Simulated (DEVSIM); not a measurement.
**abrupt Si n-p junction**

System: abrupt Si n-p junction, at 300 K.

| layer (left to right) | material | thickness (μm) | Nd (cm⁻³) | Na (cm⁻³) | τn (s) | τp (s) |
|---|---|---|---|---|---|---|
| 1 | Si | 0.260 | 4.6e17 | - | 1.6e-6 | 1.6e-6 |
| 2 | Si | 19.0 | - | 1.9e15 | 1.6e-6 | 1.6e-6 |

Left contact: ohmic. Right contact: ohmic. Voltage is applied to the left contact. Recombination: SRH at mid-gap. Mobility is constant in doping.

The device is made up for the run: typed textbook-type constants, with dimensions and the other settings drawn at random. Values at 300 K.

```tsv
parameter	Si
gap (eV)	1.124
affinity (eV)	4.05
permittivity	11.7
Nc (cm⁻³)	2.86e19
Nv (cm⁻³)	3.1e19
μn (cm²/Vs)	1417
μp (cm²/Vs)	470
```

Simulated with DEVSIM: 1D drift-diffusion, Boltzmann statistics, complete ionisation; no tunnelling, impact ionisation, image-force lowering or self-heating.

```json
{
  "potential_step_across_the_device_at_zero_bias": "0.766 V",
  "largest_field_in_the_device_at_zero_bias": "40000 V/cm",
  "Dark forward voltage at 1 A/cm²": "0.579 V",
  "Dark forward voltage at 100 A/cm²": "0.785 V"
}
```

Small-signal capacitance in reverse bias (quasi-static):

```
V (V)  C (nF/cm²)
-----  ----------
0.04         14.9
0.1          14.3
0.2          13.4
0.3          12.7
0.4          12.1
0.6          11.1
0.8          10.3
1            9.66
1.3          8.89
1.6          8.28
2            7.64
```

Dark forward current:

(V (V), J (A/cm²)): (-0.05, -7.8e-9); (-0.15, -1.4e-7); (-0.25, -4.0e-6); (-0.35, -0.00017); (-0.45, -0.0079); (-0.55, -0.36); (-0.65, -9.3); (-0.75, -64); (-0.85, -200); (-0.95, -420); (-1.05, -740); (-1.15, -1100); (-1.25, -1600); (-1.35, -2200)
